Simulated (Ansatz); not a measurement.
For W₂Ge (model structure, started from the Cu2Sb type, P4/nmm, No. 129, 6 atoms in the cell), PBEsol in Ansatz (plane waves, PAW) gives:

lattice constant a: 3.722 Å
c axis length: 6.771 Å
enthalpy of formation: 0.304 eV/atom

**Question.** What does PBE-D3(BJ) in Ansatz (PAW) give for the same quantities?

**Answer.** 
- lattice constant a: 3.726 Å (rises by 0.1 %)
- lattice parameter c: 6.782 Å (increases by 0.2 %)
- formation enthalpy: 0.315 eV/atom (grows by 0.011 eV/atom)

Changes are worked out from the printed values.

Unless a cell is named, each level is at its own relaxed cell (PBEsol 15.63, PBE-D3(BJ) 15.69 Å³/atom).

Levels without +SOC leave out spin–orbit coupling, which shifts energies and cells of such heavy elements.

Ansatz's density-functional and Hartree–Fock values are scalar-relativistic unless marked +SOC, with PAW data made under PBE.

A model structure was made by putting elements into a prototype or built by hand; it is no filed structure, need not be a known phase, and can be a saddle point held by its symmetry.

Ansatz is a first-principles code.
